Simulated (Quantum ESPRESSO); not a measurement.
Quantum ESPRESSO run on Rh (Fm-3m, 1 atom in the cell): self-consistent single point.

Method of the run: PBE, PSlibrary ultrasoft (PBE) pseudopotentials (plane waves; Quantum ESPRESSO).

The change in words: lattice scaled by 0.98; K_POINTS: automatic 15 15 15 0 0 0 → automatic 19 19 19 0 0 0. Reference geometry:
```
Rh
1.0
    0.00000     1.90950     1.90950
    1.90950     0.00000     1.90950
    1.90950     1.90950     0.00000
Rh
1
Direct
  0.00000   0.00000   0.00000
```

Reference input (self-consistent single point, DFT, PBE, plane waves, PSlibrary ultrasoft (PBE) pseudopotentials): ecutwfc = 60 Ry; ecutrho = 420 Ry; occupations = smearing; smearing = fermi-dirac; degauss = 0.0073499 Ry; potentials = {Rh: Rh.pbe-spn-rrkjus_psl.1.0.0.UPF}; K_POINTS = automatic 15 15 15 0 0 0; conv_thr = 1e-10 Ry. This run's input differs from it in these lines:

```diff
@@ -26,7 +26,7 @@
 K_POINTS automatic
-15 15 15  0 0 0
+19 19 19  0 0 0
 CELL_PARAMETERS bohr
-   0.0000000000     3.6084320350     3.6084320350
-   3.6084320350     0.0000000000     3.6084320350
-   3.6084320350     3.6084320350     0.0000000000
+   0.0000000000     3.5362633943     3.5362633943
+   3.5362633943     0.0000000000     3.5362633943
+   3.5362633943     3.5362633943     0.0000000000
```

The program printed (abridged):

```
     Self-consistent Calculation

     iteration #  1     ecut=    60.00 Ry     beta= 0.70

---- Real-time Memory Report at c_bands before calling an iterative solver
            85 MiB given to the printing process from OS
            46 MiB allocation reported by mallinfo(arena+hblkhd)
------------------

     Threshold (ethr) on eigenvalues was too large:
     Diagonalizing with lowered threshold

---- Real-time Memory Report at c_bands before calling an iterative solver
           119 MiB given to the printing process from OS
            49 MiB allocation reported by mallinfo(arena+hblkhd)
------------------

   [... lines left out ...]

---- Real-time Memory Report at c_bands before calling an iterative solver
           121 MiB given to the printing process from OS
            50 MiB allocation reported by mallinfo(arena+hblkhd)
------------------

     total energy              =    -226.46345384 Ry
     estimated scf accuracy    <          7.3E-09 Ry

     iteration #  6     ecut=    60.00 Ry     beta= 0.70

---- Real-time Memory Report at c_bands before calling an iterative solver
           121 MiB given to the printing process from OS
            51 MiB allocation reported by mallinfo(arena+hblkhd)
------------------
     End of self-consistent calculation

     the Fermi energy is    24.1451 ev

!    total energy              =    -226.46345384 Ry
     estimated scf accuracy    <          9.7E-11 Ry
     smearing contrib. (-TS)   =      -0.00300412 Ry
     internal energy E=F+TS    =    -226.46044972 Ry

     convergence has been achieved in   6 iterations

     Forces acting on atoms (cartesian axes, Ry/au):

     atom    1 type  1   force =     0.00000000    0.00000000    0.00000000

     Total force =     0.000000     Total SCF correction =     0.000000

          total   stress  (Ry/bohr**3)                   (kbar)     P=      208.86
   0.00141980   0.00000000   0.00000000          208.86        0.00        0.00
   0.00000000   0.00141980   0.00000000            0.00      208.86        0.00
   0.00000000   0.00000000   0.00141980            0.00        0.00      208.86

   JOB DONE.
```

The run converged in 6 iterations. Against the reference run the free energy rises by 61.1 meV/atom and the pressure goes from 1.84 to 20.89 GPa.

The starting cell has typed, rounded lattice constants, without a prior relaxation at this level. Its lattice was rescaled by up to half a per cent. For this run, on top of that: lattice scaled by 0.98. Spin polarisation is off. With a pressure of about 21 GPa the cell is away from its equilibrium volume at this level.
